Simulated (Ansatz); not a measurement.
Take PbS in the rock salt structure (space group Fm-3m, No. 225; a = 5.9028 Å) as the base.

Computed with Ansatz (a program for electronic structure), PBEsol, PAW, cutoff 420 eV, spin-orbit coupling left out, earlier PAW set.

Base values:

| Item | Result |
|---|---|
| Band gap | 0.20 eV |
| Lattice parameter a | 590.3 pm |

Now apply this change: a hydrostatic pressure of 0.7 GPa.

Predict the new band gap and lattice parameter a.

The band gap decreases by 0.04 eV, from 0.20 eV to 0.16 eV; the lattice parameter a decreases by 2.24 pm, from 590.3 pm to 588.0 pm.

With Pb present, leaving out spin-orbit coupling can change the band edges. Load acts through the strain it causes; cell and atoms are relaxed under it. Stability against distortions was not tested. A zero or small gap of PbS can be the functional's error rather than a property of the material.
